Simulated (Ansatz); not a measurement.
Input and output of a self-consistent single point for ZrAlCo4 (F-43m, 6 atoms in the cell) (Ansatz, a program for electronic structure).

Level of theory: PBEsol, PAW files made with PBE (plane waves; Ansatz).

The change in words: lattice scaled by 0.98. Reference geometry:
```
CELL_PARAMETERS angstrom
      0.00000     3.37860     3.37860
      3.37860     0.00000     3.37860
      3.37860     3.37860     0.00000
ATOMIC_POSITIONS crystal
  Zr 0.00000 0.00000 0.00000
  Al 0.75000 0.75000 0.75000
  Co 0.37669 0.37669 0.37669
  Co 0.86993 0.37669 0.37669
  Co 0.37669 0.37669 0.86993
  Co 0.37669 0.86993 0.37669
```
Moments meant for the start (each program seeds them in its own way; μB, in the order of the atoms Zr Al Co Co Co Co): 0.0 0.0 3.0 3.0 3.0 3.0.

Reference input (self-consistent single point, DFT, PBEsol, plane waves, PAW files made with PBE): kpoints.mp_grid.grid = 7 7 7; hamiltonian.xc = pbesol; hamiltonian.pseudopotentials = {kind: paw} (the program's default PAW files); magnetization.spin_polarized = true; scf.occupations.method = gaussian; scf.occupations.width = 0.05 eV. This run's input differs from it in these lines:

```diff
@@ -3,5 +3,5 @@
   lattice:
-    - [0.000000, 3.378605, 3.378605]
-    - [3.378605, 0.000000, 3.378605]
-    - [3.378605, 3.378605, 0.000000]
+    - [0.000000, 3.311033, 3.311033]
+    - [3.311033, 0.000000, 3.311033]
+    - [3.311033, 3.311033, 0.000000]
   atoms:
```

The program printed (abridged):

```
SCF iter   1: F=—  HF=-25031.564073 eV  |F-HF|=—  |Δ(HF+E_count)|=         —  Δρ=2.46e-1 (↑2.46e-1 ↓8.24e-2)  dr2=1.85e1  dr2_m=1.68e1  M=4.955 μB ∫|m|=5.794 μB  β_m=0.30  ethr=3.10e-3  ⟨swp⟩=5.8  Hψ=7954  notcnv=0
Mixer restart at iter 1: flushing history
all-band conjugate gradients solve this SCF's bands
preconditioner: auto → Kerker (q_TF=auto, 2.790 Å⁻¹)
spin=Collinear: Kerker preconditioning applied to the charge; magnetization (m = ρ↑ − ρ↓) channel mixes plain (no charge-response kernel on spin).
   [... lines left out ...]
SCF iter  21: F=-25027.359887 eV  HF=-25027.359887 eV  |F-HF|=2.55e-11  |Δ(HF+E_count)|=  3.27e-10  Δρ=5.00e-7 (↑2.23e-7 ↓5.00e-7)  dr2=9.68e-11  dr2_m=5.25e-11  M=0.285 μB ∫|m|=0.392 μB  β_m=0.89  ethr=2.10e-12  ⟨swp⟩=2.0  Hψ=3492  notcnv=0  defer=274
SCF iter  22: F=-25027.359887 eV  HF=-25027.359887 eV  |F-HF|=2.91e-11  |Δ(HF+E_count)|=    0.00e0  Δρ=2.82e-7 (↑2.82e-7 ↓1.00e-7)  dr2=3.98e-11  dr2_m=1.71e-11  M=0.285 μB ∫|m|=0.392 μB  ethr=1.00e-12  ⟨swp⟩=7.0  Hψ=7819  notcnv=0
SCF 1 converged in 22 iterations: F = -25027.359887 eV  dr2 = 3.98e-11
Crystal: 6 atoms, lattice volume = 72.597 Å³
Starting moments: Σ|m| = 14 μB on 5 of 6 sites
SCF iter   1: F=—  HF=-25025.177244 eV  |F-HF|=—  |Δ(HF+E_count)|=         —  Δρ=1.49e-1 (↑1.49e-1 ↓8.08e-2)  dr2=4.80e0  dr2_m=8.01e0  M=7.077 μB ∫|m|=7.297 μB  β_m=0.30  ethr=3.10e-3  ⟨swp⟩=5.8  Hψ=7943  notcnv=0
preconditioner: auto → Kerker (q_TF=auto, 2.790 Å⁻¹)
spin=Collinear: Kerker preconditioning applied to the charge; magnetization (m = ρ↑ − ρ↓) channel mixes plain (no charge-response kernel on spin).
   [... lines left out ...]
spin-set hold released at iteration 11 (site moments contracting)
WARN: the starting moments were not kept: the SCF closed with an absolute magnetisation of 3.9e-1 μB, where they sum to 12 μB in size (4 sites) …
Absolute magnetization: 0.3919 μB (∫|ρ↑−ρ↓|, with the PAW one-centre terms)
Free energy (F): -25027.359887 eV
Fermi energy:    17.512904 eV
   [... lines left out ...]
  atom   6  Co     0.07059991    -0.07059991     0.07059991
--- Stress (GPa, compression-positive) ---
        3.025414       0.000000       0.000000
        0.000000       3.025414      -0.000000
        0.000000      -0.000000       3.025414
  P = ⅓ Tr σ = 3.0254 GPa (30.254 kbar)
  The stress holds the Pulay correction. Without it, at fixed plane waves, as pw.x and ABINIT print it: P = 2.9215 GPa
```

The run converged, with 72 iterations in all over 2 SCF loops. Against the reference run the free energy drops by 9.0 meV/atom, the pressure goes from -6.60 to 3.03 GPa, the largest force goes from 0.206 to 0.122 eV/Å and the size of the net moment goes from 0.51 to 0.05 μB/atom.

The starting cell comes from a database of computed structures (which also holds hypothetical and non-ambient phases and stackings), without a prior relaxation at this level. For this run, on top of that: lattice scaled by 0.98. The moments shrank to a small part of their start, a low-spin state that need not be the lowest. The program warned that a starting moment was not kept. With a pressure of about 3 GPa the cell is away from its equilibrium volume at this level. Ansatz's pressure includes its estimate of the finite-basis (Pulay) stress.

Cost on one core of a shared machine: roughly 3 min.

Keys are those of Ansatz 0.2.
